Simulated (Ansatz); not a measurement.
**Hypothetical I4_132 As, response to strain**

The reference is As (space group I4_132, No. 214; a = 6.901 Å; a hypothetical phase, not in the database extracts checked; relaxed with 0.1 eV smearing). Axes: x, y, z lie along the cube axes.

Strains are applied to the cell and any free atomic positions relax; under biaxial strain the out-of-plane vector relaxes too.

The values are results of PBEsol (Ansatz, an electronic-structure program), no SOC, not measurements.

Notes on the quantities. energy relative to the base: free energy F; pressure: mean of the normal stresses, compression positive.

```tsv
variant	volume per atom	space group	energy relative to the base	pressure
base	41.09 Å³	I4_132 (No. 214)	0 meV/atom	0.0 GPa
biaxial strain +4.10 %, plane normal [001], relaxed out of plane	40.43 Å³	I4_122 (No. 98)	-4.3 meV/atom	0.2 GPa
biaxial strain +4.59 %, plane normal [110], relaxed out of plane	40.62 Å³	F222 (No. 22)	+1.7 meV/atom	-0.2 GPa
isotropic strain −1.98 %	38.69 Å³	I4_132 (No. 214)	+15 meV/atom	2.2 GPa
isotropic strain −1.81 %	38.90 Å³	I4_132 (No. 214)	+13 meV/atom	2.0 GPa
isotropic strain +5.88 %	48.77 Å³	I4_132 (No. 214)	+108 meV/atom	-3.9 GPa
```

Whether these cells are dynamically stable was not tested. Under biaxial strain +4.10 %, plane normal [001], relaxed out of plane the cell ends below the base's energy or with stress of the wrong sign: the atoms slid into a distortion or the cell is elastically unstable, so the base is not a stable minimum at this level.
